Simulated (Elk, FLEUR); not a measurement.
A FLEUR input for a self-consistent single point of InBi (P4/nmm, 4 atoms in the cell) (DFT, PBEsol, all-electron FLAPW (FLEUR), scalar-relativistic valence):

Input of the input generator:

```
InBi crystal
&input film=f /
9.1613204426 0.0000000000 0.0000000000
0.0000000000 9.1613204426 0.0000000000
0.0000000000 0.0000000000 9.7423602033
1.0
1.0 1.0 1.0

4
49 0.5000000000 0.5000000000 0.0000000000
49 0.0000000000 0.0000000000 0.0000000000
83 0.5000000000 0.0000000000 0.3600100000
83 0.0000000000 0.5000000000 0.6399900000

&comp jspins=1 /
&exco xctyp='PBEs' /
&kpt div1=5 div2=5 div3=5 /
&end /
```

```xml
<?xml version="1.0" encoding="UTF-8" standalone="no"?>
<fleurInput fleurInputVersion="0.39">
   <comment>
      InBi crystal                                                                                        
   </comment>
   <calculationSetup>
      <cutoffs Kmax="3.8" Gmax="13.3" GmaxXC="13.3" numbands="0"/>
      <scfLoop itmax="80" minDistance="0.00001" maxIterBroyd="15" imix="Anderson" alpha="0.05" precondParam="0.0" spinf="2.0"/>
      <coreElectrons ctail="T" frcor="F" kcrel="0" coretail_lmax="0"/>
      <xcFunctional name="PBEs" relativisticCorrections="F"/>
      <magnetism jspins="1"/>
      <soc l_soc="F" theta="0.0" phi="0.0" spav="F"/>
      <expertModes spex="0" secvar="F"/>
      <geometryOptimization l_f="T" forcealpha="1.0" forcemix="BFGS" epsdisp="0.00001" epsforce="0.00001"/>
      <ldaU l_linMix="F" mixParam="0.05" spinf="1.0"/>
   </calculationSetup>
   <cell>
      <bzIntegration valenceElectrons="56.0" mode="gauss" fermiSmearingEnergy="0.00999582">
         <kPointListSelection listName="default-1"/>
         <!-- k-points included here -->
         <xi:include xmlns:xi="http://www.w3.org/2001/XInclude" href="kpts.xml"> </xi:include>
      </bzIntegration>
      <!-- symmetry operations included here -->
      <xi:include xmlns:xi="http://www.w3.org/2001/XInclude" href="sym.xml"> </xi:include>
      <bulkLattice scale="1.0">
         <bravaisMatrix>
            <row-1>    9.1613204425999992     0.0000000000000000     0.0000000000000000</row-1>
            <row-2>    0.0000000000000000     9.1613204425999992     0.0000000000000000</row-2>
            <row-3>    0.0000000000000000     0.0000000000000000     9.7423602033000005</row-3>
         </bravaisMatrix>
      </bulkLattice>
   </cell>
   <atomSpecies>
      <species name="Indium (In)" element="In" atomicNumber="49">
         <mtSphere radius="2.68" gridPoints="925" logIncrement="0.014"/>
         <atomicCutoffs lmax="10" lnonsphr="8"/>
         <electronConfig flipSpins="F">
            <coreConfig>(1s1/2) (2s1/2) (2p1/2) (2p3/2) (3s1/2) (3p1/2) (3p3/2) (4s1/2) (3d3/2) (3d5/2) (4p1/2) (4p3/2)</coreConfig>
            <valenceConfig>(5s1/2) (4d3/2) (4d5/2) (5p1/2) (5p3/2)</valenceConfig>
            <stateOccupation state="(5p1/2)" spinUp="0.1666666666667" spinDown="0.1666666666667"/>
            <stateOccupation state="(5p3/2)" spinUp="0.3333333333333" spinDown="0.3333333333333"/>
         </electronConfig>
         <energyParameters s="5" p="5" d="5" f="4"/>
         <lo type="SCLO" l="2" n="4" eDeriv="0"/>
      </species>
      <species name="Bismuth (Bi)" element="Bi" atomicNumber="83">
         <mtSphere radius="2.68" gridPoints="925" logIncrement="0.015"/>
         <atomicCutoffs lmax="10" lnonsphr="8"/>
         <electronConfig flipSpins="F">
            <coreConfig>(1s1/2) (2s1/2) (2p1/2) (2p3/2) (3s1/2) (3p1/2) (3p3/2) (4s1/2) (3d3/2) (3d5/2) (4p1/2) (4p3/2) (5s1/2) (4d3/2) (4d5/2) (5p1/2) (5p3/2) (4f5/2) (4f7/2)</coreConfig>
            <valenceConfig>(6s1/2) (5d3/2) (5d5/2) (6p1/2) (6p3/2)</valenceConfig>
            <stateOccupation state="(6p1/2)" spinUp="0.5" spinDown="0.5"/>
            <stateOccupation state="(6p3/2)" spinUp="1.0" spinDown="1.0"/>
         </electronConfig>
         <energyParameters s="6" p="6" d="6" f="5"/>
         <lo type="SCLO" l="2" n="5" eDeriv="0"/>
      </species>
   </atomSpecies>
   <atomGroups>
      <atomGroup species="Indium (In)">
         <relPos label="                   1">1.000/4.000 1.000/4.000 .0000000000</relPos>
         <relPos label="                   2">-1.000/4.000 -1.000/4.000 .0000000000</relPos>
         <force calculate="T" relaxXYZ="TTT"/>
      </atomGroup>
      <atomGroup species="Bismuth (Bi)">
         <relPos label="                   3">1.000/4.000 -1.000/4.000 .3600100000</relPos>
         <relPos label="                   4">-1.000/4.000 1.000/4.000 -.3600100000</relPos>
         <force calculate="T" relaxXYZ="TTT"/>
      </atomGroup>
   </atomGroups>
   <output dos="F" band="F" slice="F">
      <checks vchk="F" cdinf="F"/>
      <bandDOS minEnergy="-.5*Htr" maxEnergy="0.5*Htr" sigma="0.015" storeEVData="T"/>
      <vacuumDOS vacdos="F" integ="F" star="F" nstars="0" locx1="0.0" locy1="0.0" locx2="0.0" locy2="0.0" nstm="0" tworkf="0.0"/>
      <unfoldingBand unfoldBand="F" supercellX="1" supercellY="1" supercellZ="1"/>
      <plotting iplot="0" polar="F">
         <plot TwoD="T" vec1="  1.0  0.0  0.0" vec2="  0.0  1.0  0.0" vec3="  0.0  0.0  1.0" zero="  0.0  0.0  0.0" file="plot"/>
      </plotting>
      <chargeDensitySlicing numkpt="0" minEigenval="0.0" maxEigenval="0.0" nnne="0" pallst="F"/>
      <specialOutput eonly="F"/>
      <magneticCircularDichroism mcd="F" energyLo="-10.0" energyUp="0.0"/>
   </output>
  <!-- We include the file relax.xml here to enable relaxations (see documentation) -->
  <xi:include xmlns:xi="http://www.w3.org/2001/XInclude" href="relax.xml"> <xi:fallback/> </xi:include>
</fleurInput>
```

**Question.** Translate this input to Elk.

**Answer.** One input that does it (others would too):

```
tasks
  0

xctype
  22

rgkmax
  7.0

stype
  0

swidth
  0.00999582

scale
  1.889726125

avec
    4.8479620000    0.0000000000    0.0000000000
    0.0000000000    4.8479620000    0.0000000000
    0.0000000000    0.0000000000    5.1554350000

atoms
  2   : nspecies
  'In.in'   : spfname
  2   : natoms; atposl, bfcmt below
  0.5000000000  0.5000000000  0.0000000000    0.0 0.0 0.0
  0.0000000000  0.0000000000  0.0000000000    0.0 0.0 0.0
  'Bi.in'   : spfname
  2   : natoms; atposl, bfcmt below
  0.5000000000  0.0000000000  0.3600100000    0.0 0.0 0.0
  0.0000000000  0.5000000000  0.6399900000    0.0 0.0 0.0

ngridk
  5 5 5
```

Basis, cutoffs, solver keys and any potentials are the target program's own. This input uses DFT, PBEsol, all-electron FP-LAPW, Elk's shipped species files, default APW+lo basis.

The starting cell comes from a database of computed structures (which also holds hypothetical and non-ambient phases and stackings), without a prior relaxation at this level. Its lattice was rescaled by a random factor within 2.5 % of one.
